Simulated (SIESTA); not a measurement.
**Input and output of a self-consistent single point for LaZnSbO (P4/nmm, 8 atoms in the cell) (SIESTA)**

Computed with GGA PBEsol, numerical atomic orbitals DZP, PseudoDojo PBEsol standard norm-conserving potentials (rewritten from UPF to PSML) run with SIESTA 5.4.2.

The input file:

```
# files in the folder: La.psml Zn.psml Sb.psml O.psml (PseudoDojo PBEsol standard)
SystemName  LaZnSbO
SystemLabel siesta

NumberOfAtoms                8
NumberOfSpecies              4
%block ChemicalSpeciesLabel
  1 57 La
  2 30 Zn
  3 51 Sb
  4 8 O
%endblock ChemicalSpeciesLabel
LatticeConstant              4.268371 Ang
%block LatticeVectors
     1.000000000    0.000000000    0.000000000
     0.000000000    1.000000000    0.000000000
     0.000000000    0.000000000    2.276363512
%endblock LatticeVectors
AtomicCoordinatesFormat      ScaledCartesian
%block AtomicCoordinatesAndAtomicSpecies
     0.000000000    0.500000000    2.004770581  1
     0.500000000    0.000000000    0.271592931  1
     0.000000000    0.000000000    1.138181756  2
     0.500000000    0.500000000    1.138181756  2
     0.500000000    0.000000000    1.548268643  3
     0.000000000    0.500000000    0.728094869  3
     0.500000000    0.500000000    0.000000000  4
     0.000000000    0.000000000    0.000000000  4
%endblock AtomicCoordinatesAndAtomicSpecies

XC.functional                GGA
XC.authors                   PBEsol
PAO.BasisSize                DZP
PAO.EnergyShift              0.005 Ry
MeshCutoff                   400 Ry
%block kgrid.MonkhorstPack
    5   0   0  0.0
    0   5   0  0.0
    0   0   3  0.0
%endblock kgrid.MonkhorstPack
OccupationFunction           MP
OccupationMPOrder            0
ElectronicTemperature        200.0 meV

MaxSCFIterations             150
SCF.Mixer.Method             Broyden
SCF.Mixer.Weight             0.25
SCF.Mixer.History            6
SCF.DM.Tolerance             1.0E-04
Diag.ParallelOverK           true
WriteForces                  true
```

Log, with long lists cut:

```
reinit: Reading from file input.fdf

reinit: System Name: LaZnSbO
reinit: System Label: siesta

coor:   Atomic-coordinates input format  =     Cartesian coordinates
coor:                                          (in units of alat)

siesta: Atomic coordinates (Bohr) and species
siesta:      0.00000   4.03303  16.17058  1        1
siesta:      4.03303   0.00000   2.19068  1        2
siesta:      0.00000   0.00000   9.18063  2        3
siesta:      4.03303   4.03303   9.18063  2        4
siesta:      4.03303   0.00000  12.48842  3        5
siesta:      0.00000   4.03303   5.87285  3        6
siesta:      4.03303   4.03303   0.00000  4        7
siesta:      0.00000   0.00000   0.00000  4        8

siesta: System type = bulk

initatomlists: Number of atoms, orbitals, and projectors:      8   138   190

siesta: ******************** Simulation parameters ****************************
redata: Spin configuration                          = none
redata: Time-Reversal Symmetry                      = T
redata: Number of Atomic Species                    =        4
redata: Mesh Cutoff                                 =   400.0000 Ry
redata: Net charge of the system                    =     0.0000 |e|
redata: Min. number of SCF Iter                     =        0
redata: Max. number of SCF Iter                     =      150
redata: SCF convergence failure will abort job
redata: SCF mix quantity                            = Hamiltonian
redata: Mix DM or H after convergence               =   F
redata: Recompute H after scf cycle                 =   F
redata: Mix DM in first SCF step                    =   T
redata: No kicks to SCF
redata: DM Mixing Weight for Kicks                  =     0.5000
redata: Require Harris convergence for SCF          =   F
redata: Harris energy tolerance for SCF             =     0.000100 eV
redata: Require DM convergence for SCF              =   T
   [... lines left out ...]
diag: Used triangular part                          = Lower
diag: Absolute tolerance                            =  0.100E-15
diag: Orthogonalization factor                      =  0.100E-05
diag: Memory factor                                 =  1.0000

superc: Internal auxiliary supercell:     5 x     5 x     3  =      75
superc: Number of atoms, orbitals, and projectors:    600  10350  14250

                        Single-point calculation

superc: Internal auxiliary supercell:     5 x     5 x     3  =      75
superc: Number of atoms, orbitals, and projectors:    600  10350  14250

outcell: Unit cell vectors (Ang):
        4.268371    0.000000    0.000000
        0.000000    4.268371    0.000000
        0.000000    0.000000    9.716364

outcell: Cell vector modules (Ang)   :    4.268371    4.268371    9.716364
outcell: Cell angles (23,13,12) (deg):     90.0000     90.0000     90.0000
outcell: Cell volume (Ang**3)        :    177.0223
new_DM -- step:     1
Initializing Density Matrix...

Attempting to read DM from file... Failed...
DM filled with atomic data:

InitMesh: MESH = 54 x 54 x 120 = 349920
InitMesh: Mesh cutoff (required, used) =   400.000   421.558 Ry

stepf: Methfessel-Paxton step function
       Using Hermite-Gauss polynomials of order  0
        iscf     Eharris(eV)        E_KS(eV)     FreeEng(eV)     dDmax    Ef(eV) dHmax(eV)
   scf:    1   -18182.694260   -18811.915942   -18812.160740  1.642371 -2.407828 98.303983
   scf:    2   -15099.836963   -18000.001225   -18000.075967  8.331976 -2.717066139.439106
   scf:    3   -19060.625032   -19105.946367   -19105.966554  7.942146 -3.466437 18.886238
   scf:    4   -19124.288783   -19116.262201   -19116.278382  0.219286 -3.613884 10.297919
   scf:    5   -19122.123915   -19120.407234   -19120.415577  0.142996 -3.726204  1.195927
   scf:    6   -19120.488164   -19120.458371   -19120.467273  0.041460 -3.771680  1.090885
   [... 2 lines left out ...]
   scf:    9   -19120.528537   -19120.527176   -19120.535280  0.004720 -3.798981  0.049964
   scf:   10   -19120.526779   -19120.527134   -19120.535247  0.001426 -3.800710  0.055708
   scf:   11   -19120.527298   -19120.527267   -19120.535378  0.000760 -3.801256  0.004218
   scf:   12   -19120.527270   -19120.527268   -19120.535379  0.000123 -3.801572  0.001108
   scf:   13   -19120.527269   -19120.527268   -19120.535379  0.000038 -3.801660  0.000573
SCF Convergence by DM+H criterion
max |DM_out - DM_in|         :     0.0000381141
max |H_out - H_in|      (eV) :     0.0005727871
SCF cycle converged after 13 iterations

Using DM_out to compute the final energy and forces

siesta: E_KS(eV) =           -19120.5273

siesta: E_KS - E_eggbox =    -19120.5273

siesta: Atomic forces (eV/Ang):
     1    0.000000    0.000000   -0.451892
     2   -0.000000   -0.000000    0.451892
     3    0.000000   -0.000000    0.000000
     4    0.000000    0.000000   -0.000000
     5    0.000000   -0.000000   -0.008241
     6    0.000000    0.000000    0.008241
     7    0.000000    0.000000   -0.000000
     8    0.000000   -0.000000    0.000000
   Tot    0.000000   -0.000000   -0.000000
   Max    0.451892
   Res    0.130472    sqrt( Sum f_i^2 / 3N )
   Max    0.451892    constrained

Stress tensor Voigt[x,y,z,yz,xz,xy] (kbar):       28.78       28.78       36.24       -0.00        0.00       -0.00
(Free)E + p*V (eV/cell)   -19123.9898
Target enthalpy (eV/cell)   -19120.5354

siesta: Program's energy decomposition (eV):
siesta: Ebs     =     -3159.143534
siesta: Eions   =     21514.329711
siesta: Ena     =      1598.228295
siesta: Ekin    =      8938.817860
siesta: Enl     =     -5108.376471
siesta: Eso     =         0.000000
siesta: Edftu   =         0.000000
siesta: DEna    =        66.538783
siesta: DUscf   =         7.901940
siesta: DUext   =         0.000000
siesta: Ex      =     -2906.240960
siesta: Ec      =      -203.067005
siesta: Exc     =     -3109.307964
siesta: Eharris =    -19120.527269
siesta: Etot    =    -19120.527268
siesta: FreeEng =    -19120.535379

siesta: Atomic forces (eV/Ang):
siesta:      1    0.000000    0.000000   -0.451892
siesta:      2   -0.000000   -0.000000    0.451892
siesta:      3    0.000000   -0.000000    0.000000
siesta:      4    0.000000    0.000000   -0.000000
siesta:      5    0.000000   -0.000000   -0.008241
siesta:      6    0.000000    0.000000    0.008241
siesta:      7    0.000000    0.000000   -0.000000
siesta:      8    0.000000   -0.000000    0.000000
siesta: ----------------------------------------
siesta:    Tot    0.000000   -0.000000   -0.000000

siesta: Stress tensor (static) (eV/Ang**3):
siesta:     0.017963   -0.000000    0.000000
siesta:    -0.000000    0.017963    0.000000
siesta:     0.000000   -0.000000    0.022617

siesta: Cell volume =        177.022348 Ang**3

siesta: Pressure (static):
siesta:                Solid            Molecule  Units
siesta:          -0.00021254         -0.00014338  Ry/Bohr**3
siesta:          -0.01951423         -0.01316498  eV/Ang**3
siesta:         -31.26523897        -21.09262741  kBar
```

The run converged in 13 iterations.

The starting cell comes from a database of computed structures (which also holds hypothetical and non-ambient phases and stackings), without a prior relaxation at this level. Its lattice was rescaled by a random factor within 2.5 % of one. Values carry the incompleteness of an atom-centred basis. With a pressure of about -3 GPa the cell is away from its equilibrium volume at this level.

Cost on one core of a shared machine: roughly 80 s.
